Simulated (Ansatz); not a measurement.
Base system: GaCuSe2 in the chalcopyrite structure (space group I-42d, No. 122).

```
CELL_PARAMETERS angstrom
     -2.78502     2.78502     5.53739
      2.78502    -2.78502     5.53739
      2.78502     2.78502    -5.53739
ATOMIC_POSITIONS crystal
  Ga 0.50000 0.50000 0.00000
  Ga 0.25000 0.75000 0.50000
  Cu 0.00000 0.00000 0.00000
  Cu 0.75000 0.25000 0.50000
  Se 0.87500 0.88320 0.50820
  Se 0.11680 0.62500 0.99180
  Se 0.37500 0.36680 0.49180
  Se 0.63320 0.12500 0.00820
```

Calculations: plane-wave PAW DFT at the PBEsol level (Ansatz, a first-principles code, 420 eV), no spin-orbit coupling.

One change was made to it. Results:

The gap character remains direct at Γ; the band gap rises by 0.12 eV (0.12 eV → 0.24 eV); the width of the top valence band increases by 0.06 eV to 1.08 eV; the volume per atom shrinks by 0.59 Å³ to 20.88 Å³.

Task: Name the change that was made.
(A) pressure 30 GPa
(B) pressure 4.5 GPa
(C) pressure 2.1 GPa
(D) pressure 9 GPa
(E) pressure 22.5 GPa

Result: C, pressure 2.1 GPa. For comparison, the band gap in the other runs: pressure 22.5 GPa gives 1.07 eV; pressure 4.5 GPa gives 0.36 eV; pressure 30 GPa gives 1.26 eV; pressure 9 GPa gives 0.57 eV.

Load acts through the strain it causes; cell and atoms are relaxed under it. No phonon test of stability was made. No other phases were tried under pressure. All final runs are without spin polarisation. The zero or small gap of GaCuSe2 can change with the level of theory.
